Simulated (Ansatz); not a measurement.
Ge₂Sb₂Te₅ (P-3m1, No. 164, 9 atoms in the cell; start mp-1224375)

Method: LDA (plane waves, PAW; Ansatz, a program for electronic structure).

Settings: plane-wave cutoff 520 eV, 12×12×2 k mesh (along the axes of the cell as run), Fermi–Dirac smearing 0.01 eV, scalar-relativistic PAW data made under PBE.

Cell (relaxed with PBE-D3(BJ)):

Space group P-3m1 (No. 164); a = b = 4.2329 Å, c = 16.8320 Å, α = β = 90.00°, γ = 120.00°

```
atom  site  symmetry       x       y       z
----  ----  --------  ------  ------  ------
Ge      2d       3m.  0.6667  0.3333  0.1009
Sb      2c       3m.  0.0000  0.0000  0.3186
Te      1a      -3m.  0.0000  0.0000  0.0000
Te      2d       3m.  0.3333  0.6667  0.1996
Te      2d       3m.  0.6667  0.3333  0.4213
```

```json
{
  "band_gap": "0.14 eV"
}
```

Note: cell and atoms aren't relaxed at this level (largest force component 0.14 eV/Å, pressure -1.5 GPa).

Spin–orbit coupling is not included; it can close the smallest gap of 0.14 eV.

Computed values are for the static lattice.

The result took very roughly 80 core-seconds.

A start named mp-… is a Materials Project structure, which need not be a measured phase.
